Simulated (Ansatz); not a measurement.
## OH on the 1x1 (110) surface of zinc-blende InP (cut with top plane In + P), one in a 2x1 cell, started at the site 'hollow P'

Host crystal: zinc-blende InP, with a band gap (PBE, scalar-relativistic without spin-orbit coupling).

The numbers are results of r2SCAN, at the PBE geometry and the start's symmetry (plane waves to 500 eV, PAW; Ansatz, an electronic-structure program), not measurements.

Model: 22-atom slab, 8.9 Å thick at the start under the adsorbate (thin: gaps and levels are the slab's own), 3x4x1 mesh, Fermi-Dirac 0.01 eV, dipole correction, single point; no symmetry held, on the structure that PBE left; spin-polarised, ending with about 1.0 μB a cell; orders that need a larger cell were not tried, no spin-orbit, no U, no dispersion correction. The program's check for a lower electronic state was not made. At the end it is bonded to P. In PBE it is, or lies within 0.03 eV of, the lowest of the starts that converged; the order may differ at this level.

```json
{
 "adsorption energy against H2O(g) − ½ H2(g) at the same level": "0.75 eV",
 "change_of_the_step_from_the_bottom_to_the_top_vacuum_level_against_the_clean_slab": "-0.19 eV",
 "height of the binding atom over the mean of the host atoms within 0.3 Å of the top one": "1.014 Å",
 "magnetic_moment_of_the_cell": "1.00 μB",
 "nearest_host_atoms_of_the_binding_atom": "P at 1.68 Å, In at 3.44 Å, In at 3.48 Å",
 "note": "in the relaxation the adsorbate left its starting site by 2.0 Å",
 "cost": "roughly 5 core-minutes"
}
```

A negative adsorption energy means that the adsorbate is more stable on the surface than in its reference.
